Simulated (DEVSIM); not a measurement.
## abrupt GaAs p-n junction

Structure: abrupt GaAs p-n junction, at 300 K.

```
layer (left to right)  material  thickness (μm)  Nd (cm⁻³)  Na (cm⁻³)  τn (s)  τp (s)
---------------------  --------  --------------  ---------  ---------  ------  ------
1                          GaAs            77.0          -     2.7e16  5.6e-9  5.6e-9
2                          GaAs            18.0     9.3e14          -  5.6e-9  5.6e-9
```

Left contact: ohmic. Right contact: ohmic. Voltage is applied to the left contact. Recombination: SRH at mid-gap, radiative. Mobility is μmin + (μ − μmin)/(1 + (N/Nref)^α).

The device is made up for the run: typed textbook-type constants, with dimensions and the other settings drawn at random. Values at 300 K.

| parameter | GaAs |
|---|---|
| gap (eV) | 1.424 |
| affinity (eV) | 4.07 |
| permittivity | 12.9 |
| Nc (cm⁻³) | 4.7e17 |
| Nv (cm⁻³) | 9e18 |
| μn (cm²/Vs) | 8500 |
| μp (cm²/Vs) | 400 |
| μn,min | 500 |
| μp,min | 20 |
| Nref,n | 6e16 |
| Nref,p | 1.5e17 |
| αn | 0.39 |
| αp | 0.38 |
| B (cm³/s) | 2e-10 |

DEVSIM, 1D drift-diffusion, Boltzmann statistics, complete ionisation; no tunnelling, impact ionisation, image-force lowering or self-heating.

- Potential step across the device at zero bias: 1.113 V
- Largest field in the device at zero bias: 17000 V/cm
- Dark forward voltage at 1 A/cm²: 0.985 V
- Dark forward voltage at 100 A/cm²: 1.767 V

Dark forward current:

| V (V) | J (A/cm²) |
|---|---|
| 0.05 | 4.4e-10 |
| 0.10 | 1.5e-9 |
| 0.20 | 1.2e-8 |
| 0.25 | 3.4e-8 |
| 0.30 | 9.3e-8 |
| 0.40 | 7.0e-7 |
| 0.45 | 1.9e-6 |
| 0.55 | 1.5e-5 |
| 0.60 | 4.2e-5 |
| 0.65 | 0.00012 |
| 0.75 | 0.0012 |
| 0.80 | 0.0042 |
| 0.85 | 0.017 |
| 0.95 | 0.38 |
| 1.00 | 1.5 |
| 1.10 | 7.5 |
| 1.15 | 12 |
| 1.20 | 17 |
| 1.30 | 29 |
| 1.35 | 35 |
| 1.40 | 42 |
| 1.50 | 56 |
| 1.55 | 64 |
| 1.65 | 80 |
| 1.70 | 88 |
| 1.75 | 97 |
| 1.85 | 120 |
| 1.90 | 120 |

Small-signal capacitance in reverse bias (quasi-static):

```tsv
V (V)	C (nF/cm²)
-0.2	8.09
-0.5	7.26
-1	6.32
-1.5	5.67
-2	5.18
-3	4.50
-4	4.03
-5	3.68
-6.5	3.30
-8	3.01
-10	2.73
```
